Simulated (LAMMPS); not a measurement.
MD of Cu (fcc) at zero pressure, 4000 atoms, as a crystal; each row is its own run.

Method: classical MD, pair style eam/alloy, file AlCu.eam.alloy, run in LAMMPS.

| T (K) | enthalpy (eV/atom) |
|---|---|
| 200 | -3.4723 |
| 300 | -3.4459 |
| 610 | -3.3610 |
| 810 | -3.3037 |
| 1020 | -3.2412 |
| 1430 | -3.1019 |

Task: Fit a straight line, y = a + b x, to these rows (x is the first column, y the second) and predict the run at x = 1220.

Result: Least squares gives a = -3.5384 and b = 0.0002985. At x = 1220 the fit predicts -3.1742 eV/atom. The run itself gave -3.1778 ± 0.0004 eV/atom, so the fit is 3.6 meV/atom high.

Caution (row 1430): this crystal lies over the melting point of about 1230 K that EAM-type AlCu.eam.alloy gives, so it is superheated.
